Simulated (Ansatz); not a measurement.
The parent structure is HfN in the rock salt structure (space group Fm-3m, No. 225; relaxed with 0.1 eV smearing).

```
HfN
1.0
    0.00000     2.26285     2.26285
    2.26285     0.00000     2.26285
    2.26285     2.26285     0.00000
Hf N
1 1
Direct
  0.00000   0.00000   0.00000
  0.50000   0.50000   0.50000
```

Cartesian axes are those of the cell as printed.

All numbers come from r2SCAN/PAW in Ansatz (a quantum-chemistry and plane-wave program), no SOC.

Base values:

Shortest interatomic distance: 2.263 Å

Now apply this change: biaxial strain +0.83 %, plane normal [111], relaxed out of plane (Cartesian); in-plane vectors clamped, the third vector and the atoms free.

Problem. How does this affect the shortest interatomic distance, energy relative to the base and in-plane stress?

Solution. The shortest interatomic distance goes up by 0.007 Å, from 2.263 Å to 2.270 Å; the energy goes up by 2.4 meV/atom; the mean in-plane stress (compression positive) comes out as -3.9 GPa.

Whether these cells are dynamically stable was not tested. The final runs are not spin-polarised. An odd electron count without spin: HfN.
